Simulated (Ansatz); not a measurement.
# What pressure −1 GPa does to CuAu

Take CuAu (space group P4/mmm, No. 123; a = 2.8815 Å, c = 3.6148 Å) as the base.

The change: a negative pressure, −1 GPa.

All numbers come from PBE in Ansatz (plane waves to 420 eV, PAW, without spin-orbit coupling). Settings: 16×16×13 k-points, 0.05 eV Fermi–Dirac smearing.

* **Volume per atom**: 15.12 Å³ (base 15.01 Å³)
* **Lattice parameter a**: 5.455 bohr (base 5.445 bohr)
* **c/a ratio**: 1.257 (base 1.254)
* **Enthalpy H = E + PV relative to the base's energy**: -0.09 eV/atom
* **Band gap**: zero (base zero)

Load acts through the strain it causes; cell and atoms are relaxed under it. Whether these cells are dynamically stable was not tested. All final runs are without spin polarisation.

Ansatz is a quantum-chemistry and plane-wave program.
